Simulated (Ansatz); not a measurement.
La: tensor shear ε_yz = +0.59 %

The reference is La (space group P6_3/mmc, No. 194; a = 3.784 Å, c = 12.068 Å; relaxed with 0.1 eV smearing). Axes: x lies along a and z along c of the hexagonal cell.

It is then changed as follows: a pure shear with ε_yz = ε_zy = 0.0059, atoms relaxed at fixed cell.

All numbers come from Ansatz (a quantum-chemistry and plane-wave program) r2SCAN, no spin-orbit coupling. Settings: 18×18×5 k-points, 0.1 eV Fermi–Dirac smearing.

```json
[
 {"quantity": "volume per atom", "base": "37.40 Å³", "changed": "37.40 Å³", "shift": "0.00 Å³"},
 {"quantity": "shortest interatomic distance", "base": "3.725 Å", "changed": "3.704 Å", "shift": "-0.021 Å"},
 {"quantity": "energy relative to the base (free energy F)", "base": "0 meV/atom", "changed": "+0.2 meV/atom", "shift": "+0.2 meV/atom"},
 {"quantity": "pressure (mean of the normal stresses, compression positive)", "base": "0.0 GPa", "changed": "0.0 GPa", "shift": "0.0 GPa"},
 {"quantity": "band gap", "base": "zero", "changed": "zero", "shift": "–"},
 {"quantity": "stress (xx, yy, zz, yz, xz, xy; compression positive)", "base": "–", "changed": "(0.0, 0.0, 0.0, -0.1, 0.0, 0.0) GPa", "shift": "–"}
]
```

Final structure:

```yaml
crystal:
  lattice:
    - [3.78354, 0.00000, 0.00000]
    - [-1.89177, 3.27665, 0.01933]
    - [0.00000, 0.07120, 12.06805]
  atoms:
    - { symbol: La, position: [0.00000, 0.00000, 0.00000] }
    - { symbol: La, position: [0.00000, 0.00000, 0.50000] }
    - { symbol: La, position: [0.33333, 0.66667, 0.25000] }
    - { symbol: La, position: [0.66667, 0.33333, 0.75000] }
```

The cells carry an imposed strain or load. Whether these cells are dynamically stable was not tested.
